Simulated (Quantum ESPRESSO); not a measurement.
Worked example: self-consistent single point of SiGe (P6_3mc, 4 atoms in the cell) in Quantum ESPRESSO.

Level of theory: PBEsol, spin-orbit coupling, PSlibrary fully relativistic PAW (PBE) pseudopotentials (plane waves; Quantum ESPRESSO).

```yaml
crystal:
  lattice:
    - [3.90445, 0.00000, 0.00000]
    - [-1.95223, 3.38135, 0.00000]
    - [0.00000, 0.00000, 6.45078]
  atoms:
    - { symbol: Si, position: [0.66667, 0.33333, 0.87461] }
    - { symbol: Si, position: [0.33333, 0.66667, 0.37461] }
    - { symbol: Ge, position: [0.66667, 0.33333, 0.50039] }
    - { symbol: Ge, position: [0.33333, 0.66667, 0.00039] }
```

Reference input (self-consistent single point, DFT, PBEsol, plane waves, PSlibrary PAW (PBE) pseudopotentials): ecutwfc = 50 Ry; ecutrho = 300 Ry; occupations = smearing; smearing = fd; degauss = 0.00147 Ry; input_dft = pbesol; potentials = {Si: Si.pbe-n-kjpaw_psl.1.0.0.UPF, Ge: Ge.pbe-n-kjpaw_psl.1.0.0.UPF}; K_POINTS = automatic 10 10 5 0 0 0; conv_thr = 1e-10 Ry; mixing_beta = 0.3. This run's input differs from it in these lines:

```diff
@@ -19,2 +19,4 @@
  degauss = 0.00147
+ noncolin = .true.
+ lspinorb = .true.
  input_dft = 'pbesol'
@@ -26,4 +28,4 @@
 ATOMIC_SPECIES
-Si    28.0850  Si.pbe-n-kjpaw_psl.1.0.0.UPF
-Ge    72.6300  Ge.pbe-n-kjpaw_psl.1.0.0.UPF
+Si    28.0850  Si.rel-pbe-n-kjpaw_psl.1.0.0.UPF
+Ge    72.6300  Ge.rel-pbe-n-kjpaw_psl.1.0.0.UPF
 ATOMIC_POSITIONS crystal
```

The program printed (abridged):

```
     Self-consistent Calculation

     iteration #  1     ecut=    50.00 Ry     beta= 0.30

     Threshold (ethr) on eigenvalues was too large:
     Diagonalizing with lowered threshold

     total energy              =    -413.79637428 Ry
     estimated scf accuracy    <       0.07709168 Ry

     iteration #  2     ecut=    50.00 Ry     beta= 0.30

     total energy              =    -413.78757299 Ry
     estimated scf accuracy    <       0.03352040 Ry

     iteration #  3     ecut=    50.00 Ry     beta= 0.30

     total energy              =    -413.78938554 Ry
     estimated scf accuracy    <       0.00054328 Ry

   [... 7 blocks of this kind left out ...]

     iteration # 11     ecut=    50.00 Ry     beta= 0.30

     total energy              =    -413.78958879 Ry
     estimated scf accuracy    <          7.1E-10 Ry

     iteration # 12     ecut=    50.00 Ry     beta= 0.30
     End of self-consistent calculation

     the Fermi energy is     6.3246 ev

!    total energy              =    -413.78958879 Ry
     estimated scf accuracy    <          7.7E-11 Ry
     smearing contrib. (-TS)   =      -0.00000022 Ry
     internal energy E=F+TS    =    -413.78958857 Ry

     convergence has been achieved in  12 iterations

     Forces acting on atoms (cartesian axes, Ry/au):

     atom    1 type  1   force =     0.00000000    0.00000000   -0.00052429
     atom    2 type  1   force =    -0.00000000   -0.00000000   -0.00052429
     atom    3 type  2   force =     0.00000000   -0.00000000    0.00052429
     atom    4 type  2   force =     0.00000000    0.00000000    0.00052429

     Total force =     0.001049     Total SCF correction =     0.000001

          total   stress  (Ry/bohr**3)                   (kbar)     P=        3.82
   0.00002750   0.00000000   0.00000000            4.05        0.00        0.00
   0.00000000   0.00002750   0.00000000            0.00        4.05        0.00
   0.00000000   0.00000000   0.00002286            0.00        0.00        3.36

   JOB DONE.
```

The run converged in 12 iterations. Against the reference run the pressure hardly changes (0.37 to 0.38 GPa), the largest force stays at 0.013 eV/Å and the gap on the mesh goes from 0.330 to 0.267 eV. The full log also holds: “c_bands:  2 eigenvalues not converged”.

The starting cell comes from a database of computed structures (which also holds hypothetical and non-ambient phases and stackings), without a prior relaxation at this level.

Cost on one core of a shared machine: roughly 4 min.
